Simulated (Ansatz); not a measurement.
For cubic perovskite CsPbCl3 (cubic high-temperature phase), PBEsol (Ansatz, an electronic-structure program, plane waves, PAW) gives:

- equilibrium lattice constant a: 5.619 Å
- bulk modulus B0: 25.0 GPa
- cohesive energy: 3.34 eV/atom
- band gap at the measured cell: 1.80 eV
- elastic constant C11: 59.1 GPa
- elastic constant C44: 4.7 GPa
- Voigt–Reuss–Hill shear modulus: 10.0 GPa
- formation enthalpy: -1.550 eV/atom

**Question.** What does HSE06 (plane waves, PAW; Ansatz) give for the same quantities?

**Answer.** 
- lattice constant a: 5.706 Å (rises by 1.5 %)
- bulk modulus: 23.2 GPa (decreases by 7.2 %)
- cohesive energy: 3.10 eV/atom (decreases by 0.24 eV/atom)
- band gap at the measured cell: 2.60 eV (grows by 0.80 eV)
- elastic constant C11: 52.8 GPa (decreases by 11 %)
- elastic constant C44: 5.4 GPa (increases by 15 %)
- Voigt–Reuss–Hill shear modulus: 9.9 GPa (hardly moves)
- formation enthalpy: -1.616 eV/atom (moves by -0.066 eV/atom)

Changes are worked out from the printed values.

Unless a cell is named, each level is at its own relaxed cell (PBEsol 35.48, HSE06 37.16 Å³/atom).

Levels without +SOC leave out spin–orbit coupling, which shifts energies and cells of such heavy elements.

Spin–orbit coupling is included only where a level's name says +SOC; with heavier elements it mostly lowers gaps and can invert bands. Density-functional gaps are differences of (generalised) Kohn–Sham levels.

Caveats: hybrids on metals are sensitive to the k mesh and can open a false gap (HSE06); the relaxation could not lower the start's symmetry, so the cell can be a saddle point above a distorted one (PBEsol, HSE06). Ansatz's density-functional and Hartree–Fock values are scalar-relativistic unless marked +SOC, with PAW data made under PBE.
